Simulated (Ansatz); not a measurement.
## A constructed model of the (110) surface of bcc Ta, a cell of two sites (a+b, b-a) layer of Ga, one a cell, on the site that continues the host's stacking (bottom of the slab: a bare face, its two planes held)

These are PBE (plane waves to 420 eV, PAW; Ansatz, a first-principles code) values and carry that method's errors.

Model: 13-atom slab, 14.3 Å thick at the start, 11x8x1 mesh, Fermi-Dirac 0.1 eV, dipole correction, 4 atoms held, the rest relaxed; held to the start's symmetry, so lower structures may exist; no spin, no spin-orbit, no U. It is one candidate, not shown to be the stable structure of the face.

| Quantity | Value |
|---|---|
| work function of the top face | 4.09 eV |
| energy released by relaxation | 0.29 eV |
| cost | about 7 core-minutes (a rough figure) |
